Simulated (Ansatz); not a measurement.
Levels about the gap of amorphous IGZO (In6Ga12Zn6O33) (57 atoms in a cell of 725 Å³, 5.60 g/cm³; zone centre alone, so wide bands show as single levels with stretches between that a denser mesh fills), at the geometry that PBE relaxed, where it gives 0.2 GPa on a denser mesh. The participation number counts the atoms over which a state spreads; weights are charges in smoothed Voronoi cells. The levels come from a single point, so bond lengths are those of that geometry. Method of the levels: PBE, scalar-relativistic without spin-orbit coupling (Ansatz, a first-principles code). Sampling: the zone centre alone; Fermi-Dirac width 0.02 eV; no spin polarisation. At PBE the levels at the filled edge of the gap are localised (band-tail or defect states), and the nearest spread-out levels lie 1.3 eV apart at the zone centre.

Preparation: random packing, a CHGNet melt and quench, and a DFT relaxation. O atoms were pushed apart under 1.9 Å during the dynamics, to hinder bonds among them. The hot cell started wider than the set density and was brought back towards it in steps. It is the lowest in DFT energy of 2 quenches. It is a model cell: composition and starting density were chosen by hand, and all elements were melted together. No dispersion term was used. Its density started from a set value of 5.78 and ended at 5.60 g/cm³. The quench (nominally 84 K/ps over its main leg) was far faster than any real one, so the model tends to hold more defects than a real film. Values belong to this one cell and scatter from quench to quench. The volume was free in the relaxation, at fixed shape. Stress components on the final sampling reach 1.8 GPa.

```json
[
 {"E - E(highest filled), eV": "-0.47", "filling": "filled", "participation number": "15.5", "largest on": "O, 3 neighbours", "weight O": "0.87", "weight In": "0.01", "weight Ga": "0.03", "weight Zn": "0.09"},
 {"E - E(highest filled), eV": "-0.43", "filling": "filled", "participation number": "13.3", "largest on": "O, 3 neighbours", "weight O": "0.90", "weight In": "0.02", "weight Ga": "0.02", "weight Zn": "0.05"},
 {"E - E(highest filled), eV": "-0.37", "filling": "filled", "participation number": "15.1", "largest on": "O, 3 neighbours", "weight O": "0.87", "weight In": "0.02", "weight Ga": "0.02", "weight Zn": "0.09"},
 {"E - E(highest filled), eV": "-0.35", "filling": "filled", "participation number": "8.1", "largest on": "O, 3 neighbours", "weight O": "0.88", "weight In": "0.01", "weight Ga": "0.03", "weight Zn": "0.08"},
 {"E - E(highest filled), eV": "-0.20", "filling": "filled", "participation number": "10.6", "largest on": "O, 3 neighbours", "weight O": "0.88", "weight In": "0.01", "weight Ga": "0.02", "weight Zn": "0.08"},
 {"E - E(highest filled), eV": "-0.13", "filling": "filled", "participation number": "10.1", "largest on": "O, 3 neighbours", "weight O": "0.85", "weight In": "0.01", "weight Ga": "0.02", "weight Zn": "0.12"},
 {"E - E(highest filled), eV": "0.00", "filling": "filled", "participation number": "5.9", "largest on": "O, 3 neighbours", "weight O": "0.87", "weight In": "0.02", "weight Ga": "0.01", "weight Zn": "0.10"},
 {"E - E(highest filled), eV": "0.93", "filling": "empty", "participation number": "52.3", "largest on": "In, 6 neighbours", "weight O": "0.50", "weight In": "0.18", "weight Ga": "0.20", "weight Zn": "0.12"},
 {"E - E(highest filled), eV": "3.65", "filling": "empty", "participation number": "24.8", "largest on": "In, 5 neighbours", "weight O": "0.55", "weight In": "0.28", "weight Ga": "0.10", "weight Zn": "0.06"},
 {"E - E(highest filled), eV": "3.87", "filling": "empty", "participation number": "23.1", "largest on": "In, 5 neighbours", "weight O": "0.57", "weight In": "0.27", "weight Ga": "0.12", "weight Zn": "0.04"},
 {"E - E(highest filled), eV": "3.99", "filling": "empty", "participation number": "31.7", "largest on": "In, 5 neighbours", "weight O": "0.55", "weight In": "0.24", "weight Ga": "0.14", "weight Zn": "0.06"},
 {"E - E(highest filled), eV": "4.14", "filling": "empty", "participation number": "29.6", "largest on": "In, 6 neighbours", "weight O": "0.58", "weight In": "0.21", "weight Ga": "0.12", "weight Zn": "0.09"},
 {"E - E(highest filled), eV": "4.21", "filling": "empty", "participation number": "31.6", "largest on": "In, 6 neighbours", "weight O": "0.57", "weight In": "0.20", "weight Ga": "0.17", "weight Zn": "0.07"},
 {"E - E(highest filled), eV": "4.51", "filling": "empty", "participation number": "36.4", "largest on": "In, 6 neighbours", "weight O": "0.58", "weight In": "0.14", "weight Ga": "0.19", "weight Zn": "0.10"}
]
```

Most localised among these is the filled level at +0.00 eV, on a O atom, which has 3 neighbours (Zn 1.92 Å, In 2.09 Å, In 2.15 Å).
